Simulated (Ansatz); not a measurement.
Base system: GaAs in the zinc blende structure (space group F-43m, No. 216; a = 5.6028 Å). Axes: x, y, z lie along the cube axes.

The values are results of LDA, PAW, 420 eV (Ansatz, a program for electronic structure; without spin-orbit coupling), not measurements.

Modification: uniaxial strain ε_zz = +2.00 %, all other strain components held at zero; the atoms relax in the strained cell.

Question: Predict the stress tensor and what it implies for the stiffness.

Answer: Stress of the strained cell less that of the base (GPa, compression positive):
```
  -0.97    0.00    0.00
   0.00   -0.97    0.00
   0.00    0.00   -2.28
```

Then −Δσ_ii/ε with ε = 0.0200 gives secant stiffness values (nonlinear terms included at this strain): C33 ≈ 114 GPa, C13 ≈ 49 GPa and C23 ≈ 49 GPa.

Whether these cells are dynamically stable was not tested.
